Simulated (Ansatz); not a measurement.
Amorphous In9Ga9Zn9O38Zr, 66 atoms at 5.87 g/cm³, one PBE-relaxed geometry, zone centre. Methods: PBE, scalar-relativistic without spin-orbit coupling (Ansatz, a program for electronic structure); r2SCAN, scalar-relativistic without spin-orbit coupling (Ansatz); HSE06, scalar-relativistic without spin-orbit coupling (Ansatz). Plane waves to 420 eV (r2SCAN 500 eV); exact exchange is cut at the cell's faces. At PBE the levels at the filled edge of the gap are localised (band-tail or defect states). All rungs ran without spin polarisation.

A CHGNet melt-quench gave the starting glass, which DFT then relaxed. O atoms were pushed apart under 1.9 Å during the dynamics, to hinder bonds among them. The hot cell started wider than the set density and was brought back towards it in steps. It is the lowest in DFT energy of 2 quenches. It is a model cell: composition and starting density were chosen by hand, and all elements were melted together. No dispersion term was used. Its density started from a set value of 5.87 and ended at 5.87 g/cm³. The simulated quench (nominally 210 K/ps over its main leg) is rapid and tends to freeze in more defects than a deposited or slowly cooled glass has. Values belong to this one cell and scatter from quench to quench. The volume was held where the preparation left it and the shape relaxed, at a PBE pressure of 1.5 GPa. Stress components on the final sampling reach 1.5 GPa.

The relaxation ran on the zone centre alone. At PBE the level gap is 0.78 eV on a 2×2×2 Γ-centred mesh, and the spacing at the zone centre alone 0.80 eV.

What zone-centre spacing does r2SCAN give, roughly?

1.28 eV (+0.48 eV against PBE).

What zone-centre spacing does HSE06 give, roughly?

2.39 eV (+1.59 eV against PBE).

The highest filled and the lowest empty state spread over these numbers of atoms (participation numbers): PBE: 3.1 and 61.2; r2SCAN: 3.2 and 60.2; HSE06: 3.4 and 59.6.
